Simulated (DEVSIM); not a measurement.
Structure: Ni/La2O3/n-InP capacitor, at 250 K.

Layer 1 from the left is La2O3, thickness (nm) 22.0. Layer 2 from the left is InP, thickness (nm) 19000, Nd (cm⁻³) 1.1e15.

Metal gate on the left, work function 5.1 eV. Fixed charge at the semiconductor interface -3.5e10 cm⁻² (in units of +e); no interface traps.

Constants are typed, rounded textbook-type inputs, not results; the design itself was drawn at random and stands for no fabricated device. Values at 300 K; Nc and Nv go as T^1.5, mobilities as T to minus their exponent, the gap by Varshni's rule with the affinity fixed.

La2O3: gap (eV) 5.8, affinity (eV) 1.8, permittivity 27. InP: gap (eV) 1.344, affinity (eV) 4.38, permittivity 12.5, Nc (cm⁻³) 5.7e17, Nv (cm⁻³) 1.1e19, Varshni α (eV/K) 0.000363, Varshni β (K) 162.

Model (solved in DEVSIM): 1D Poisson equation in equilibrium, Boltzmann statistics, complete ionisation; no quantum confinement or tunnelling. Metal contacts follow the ideal Schottky-Mott rule: no Fermi-level pinning, no interface dipoles.

What does the simulation give for the minimum of the low-frequency capacitance, the flat-band voltage, the threshold voltage (band bending 2φF)?

minimum of the low-frequency capacitance 0.0106 μF/cm²; flat-band voltage 0.60 V; threshold voltage (band bending 2φF) -0.46 V.
